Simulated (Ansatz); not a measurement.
Start from MgO (space group Pm-3n, No. 223; a = 5.590 Å; a cell from a computed database, its experimental status unchecked). Axes: x, y, z lie along the cube axes.

All numbers come from PBEsol (Ansatz, a first-principles code), without spin-orbit coupling.

It is then changed as follows: uniaxial strain ε_xx = −5.09 %, all other strain components held at zero, atoms relaxed at fixed cell.

Q: Predict the stress tensor and what it implies for the stiffness.

A: Stress of the strained cell less that of the base (GPa, compression positive):
```
  10.46    0.00    0.00
   0.00    3.14    0.00
   0.00    0.00    3.14
```

Then −Δσ_ii/ε with ε = -0.0509 gives secant stiffness values (nonlinear terms included at this strain): C11 ≈ 205 GPa, C12 ≈ 62 GPa and C13 ≈ 62 GPa.

As a check, the harmonic strain energy −½ V₀ Δσ:ε is 24 meV/atom; the computed energy rise is 23 meV/atom.

No phonon test of stability was made. This is not the structure that MgO has at room temperature and ambient pressure.
